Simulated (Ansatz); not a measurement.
The parent structure is AlN in the zinc blende structure (space group F-43m, No. 216; a = 4.342 Å). Axes: x, y, z lie along the cube axes.

The values are results of plane-wave PAW DFT at the LDA level (Ansatz, a program for electronic structure, 420 eV), without spin-orbit coupling, not measurements.

Strains are applied to the cell and any free atomic positions relax.

One change was made to it. Results:

The electron mass changes from 0.52 mₑ along k, 0.32 mₑ across (at X) to 0.49 mₑ along k, 0.33 mₑ across (at X); the band gap drops by 0.135 eV to 3.12 eV.

Problem. What was done to the base?
A. uniaxial strain ε_zz = −1.50 %
B. uniaxial strain ε_zz = +2.00 %
C. uniaxial strain ε_zz = −2.50 %

Solution. C, uniaxial strain ε_zz = −2.50 %. For comparison, the band gap in the other runs: uniaxial strain ε_zz = −1.50 % gives 3.17 eV; uniaxial strain ε_zz = +2.00 % gives 3.18 eV.

Masses are band curvatures over ±0.01 Å⁻¹ around the edge. Along k means along the line from Γ to the band edge. Whether these cells are dynamically stable was not tested. This is not the structure that AlN has at room temperature and ambient pressure.
